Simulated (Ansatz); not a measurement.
Base system: NaCl in the rock salt structure (space group Fm-3m, No. 225; a = 5.6955 Å).

Calculations: PBE (Ansatz, a quantum-chemistry and plane-wave program, PAW, no spin-orbit coupling).

For the base:

```
Quantity                Value
-------------  --------------
Band gap              5.00 eV
Electron mass  0.40 mₑ (at Γ)
```

Modification: an isotropic linear strain of +2.00 %, atoms relaxed at fixed cell.

How does this affect the energy relative to the base, band gap and electron mass?

The energy rises by 5.7 meV/atom; the band gap drops by 0.211 eV to 4.78 eV; the electron mass changes from 0.40 mₑ (at Γ) to 0.41 mₑ (at Γ).

Masses are band curvatures over ±0.01 Å⁻¹ around the edge. Gaps are read on the SCF mesh and a high-symmetry path. Whether these cells are dynamically stable was not tested.
